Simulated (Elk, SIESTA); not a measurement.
An Elk input for a self-consistent single point of CdF2 (Fm-3m, 3 atoms in the cell) (DFT, LDA (PW92), all-electron FP-LAPW, Elk's shipped species files, default APW+lo basis):

```
tasks
  0

xctype
  3

rgkmax
  7.0

rmtscf
  0.9

stype
  3

swidth
  0.00183747

avec
    0.0000000000    5.0928119059    5.0928119059
    5.0928119059    0.0000000000    5.0928119059
    5.0928119059    5.0928119059    0.0000000000

atoms
  2   : nspecies
  'Cd.in'   : spfname
  1   : natoms; atposl, bfcmt below
  0.0000000000  0.0000000000  0.0000000000    0.0 0.0 0.0
  'F.in'   : spfname
  2   : natoms; atposl, bfcmt below
  0.2500000000  0.2500000000  0.2500000000    0.0 0.0 0.0
  0.7500000000  0.7500000000  0.7500000000    0.0 0.0 0.0

ngridk
  7 7 7
```

Problem. Translate this input to SIESTA.

Solution. This is the input that was run; spellings and numerical settings could be chosen otherwise.

```
# files in the folder: Cd.psml F.psml (PseudoDojo LDA standard)
SystemName  CdF2
SystemLabel siesta

NumberOfAtoms                3
NumberOfSpecies              2
%block ChemicalSpeciesLabel
  1 48 Cd
  2 9 F
%endblock ChemicalSpeciesLabel
LatticeConstant              1.0 Bohr
%block LatticeVectors
     0.000000000    5.092811906    5.092811906
     5.092811906    0.000000000    5.092811906
     5.092811906    5.092811906    0.000000000
%endblock LatticeVectors
AtomicCoordinatesFormat      Ang
%block AtomicCoordinatesAndAtomicSpecies
     0.000000000    0.000000000    0.000000000  1
     1.347500000    1.347500000    1.347500000  2
     4.042500000    4.042500000    4.042500000  2
%endblock AtomicCoordinatesAndAtomicSpecies

XC.functional                LDA
XC.authors                   PW92
PAO.BasisSize                TZP
PAO.EnergyShift              0.005 Ry
MeshCutoff                   350 Ry
%block kgrid.MonkhorstPack
    7   0   0  0.0
    0   7   0  0.0
    0   0   7  0.0
%endblock kgrid.MonkhorstPack
OccupationFunction           FD
ElectronicTemperature        50.0 meV

MaxSCFIterations             150
SCF.Mixer.Method             Pulay
SCF.Mixer.Weight             0.2
SCF.Mixer.History            6
SCF.DM.Tolerance             1.0E-04
Diag.ParallelOverK           true
WriteForces                  true
```

Basis settings and potentials, where a program has them, do not carry over. This input uses DFT, LDA PW92, numerical atomic orbitals TZP, PseudoDojo LDA standard norm-conserving potentials (rewritten from UPF to PSML). LDA parametrisations can differ slightly between programs. Both were run: gap on the mesh 2.840 eV in Elk and 2.911 in SIESTA.

On Elk: the starting cell has typed, rounded lattice constants, without a prior relaxation at this level. Values depend on the basis (sphere radii, cutoffs, local orbitals), which need not be converged.

On SIESTA: the starting cell has typed, rounded lattice constants, without a prior relaxation at this level. Values carry the incompleteness of an atom-centred basis. With a pressure of about -7 GPa the cell is away from its equilibrium volume at this level.
